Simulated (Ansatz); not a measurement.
# AlB2-type HfB₂

Computed with RPBE in Ansatz (plane waves, PAW).

Run with plane-wave cutoff 520 eV, 24×24×16 k mesh (along the axes of the cell as run), Fermi–Dirac smearing 0.05 eV, scalar-relativistic PAW data made under PBE.

Cell: relaxed at this level.

| Item | Result |
|---|---|
| volume per atom | 10.13 Å³/atom |
| bulk modulus | 238 GPa |
| equilibrium lattice constant a | 3.162 Å |
| lattice parameter c | 3.508 Å |
| band gap | none |
| pressure derivative B′ of the bulk modulus | 3.9 |

Measured, for comparison: equilibrium volume per atom 9.91 Å³/atom (room temperature, not corrected to a static lattice; as tabulated in Burrage et al. (2022), doi:10.3390/ma15082762); bulk modulus 282 GPa (room temperature, not corrected to a static lattice, hydrostatic curve from radial diffraction; as tabulated in Experimental and computational studies of compression and deformation behavior …); lattice constant a 3.14 Å, lattice parameter c 3.48 Å (temperature not stated, copied from a table, unchecked, not corrected to a static lattice; as tabulated in Journal of Nuclear Materials 21, 14 (1967)). Computed (rounded) less measured: equilibrium volume per atom +2.2 %, bulk modulus -16 %, lattice constant a not scored (unchecked), lattice parameter c not scored (unchecked).

Note: the bulk modulus comes from volumes at which shape and atoms were relaxed.

Spin–orbit coupling is not included.

The computed numbers hold no vibrational or temperature effects.

Cost on a shared machine: about 11 core-minutes (a rough figure).

Ansatz is an electronic-structure program.
